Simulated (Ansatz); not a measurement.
**Parameter sweep on GeMo2N (P6_3/mmc, 8 atoms in the cell)**

GeMo₂N has the hexagonal space group P6₃/mmc (No. 194), Pearson symbol hP8. Cell: a = b = 2.8679 Å, c = 12.8554 Å, α = β = 90.00°, γ = 120.00°. Ge on 2d sees 6 Mo at 2.681 Å. Mo on 4f is surrounded by 3 N at 1.991 Å and 3 Ge at 2.681 Å and 9 Mo at 2.762–2.868 Å. N on 2a is coordinated by 6 Mo at 1.991 Å (octahedral). (Neighbours: up to the widest gap in distance over summed covalent radii, below 1.35, at either atom; cation-cation and far metal-metal contacts left out.)

Base run A: PBE (Ansatz, a program for electronic structure), self-consistent single point.

Its settings: kpoints.mp_grid.grid = 9 9 2; hamiltonian.xc = pbe; hamiltonian.pseudopotentials = {kind: paw} (the program's default PAW files); scf.occupations.method = cold; scf.occupations.width = 0.1 eV.

The starting cell was generated: these elements placed on a structure prototype, without a prior relaxation; it need not be a known phase or ordering of this composition. Spin polarisation is off. In the base run, with a pressure of about 53 GPa the cell is away from its equilibrium volume at this level. In the base run, forces exceed 1 eV/Å. Ansatz's pressure includes its estimate of the finite-basis (Pulay) stress.

ΔF is the free energy per atom less that of run A. 

Run A gave: pressure (GPa) 53.29; largest force (eV/Å) 3.881; iterations 7.

Runs:
- B: scf.mixing.algorithm, scf.mixing.beta = anderson, 0.02
- C: scf.mixing.algorithm, scf.mixing.beta = anderson, 0.05
- D: scf.mixing.algorithm, scf.mixing.beta = anderson, 0.1
- E: scf.mixing.algorithm, scf.mixing.beta = anderson, 0.2
- F: scf.mixing.algorithm, scf.mixing.beta = anderson, 0.3
- G: scf.mixing.algorithm, scf.mixing.beta = anderson, 0.5
- H: scf.mixing.algorithm, scf.mixing.beta = anderson, 0.7
- I: scf.mixing.algorithm, scf.mixing.beta = anderson, 0.9
- J: scf.mixing.algorithm, scf.mixing.beta = anderson, 1

**Question.** Which runs reach the base run's state, and which is quickest in iterations?

**Answer.** Runs B, C, D, E, F, G, H, I, J gave the same state as A (within 1 meV/atom). The fewest iterations to that state were 7 (A); the most were 15.

| run | ΔF (meV/atom) | pressure (GPa) | largest force (eV/Å) | iterations |
|---|---|---|---|---|
| A | 0.00 | 53.29 | 3.881 | 7 |
| B | 0.00 | 53.29 | 3.881 | 15 |
| C | 0.00 | 53.29 | 3.881 | 13 |
| D | 0.00 | 53.29 | 3.881 | 12 |
| E | 0.00 | 53.29 | 3.881 | 11 |
| F | 0.00 | 53.29 | 3.881 | 10 |
| G | 0.00 | 53.29 | 3.881 | 8 |
| H | 0.00 | 53.29 | 3.881 | 8 |
| I | 0.00 | 53.29 | 3.881 | 8 |
| J | 0.00 | 53.29 | 3.881 | 8 |

Keys are those of Ansatz 0.2.
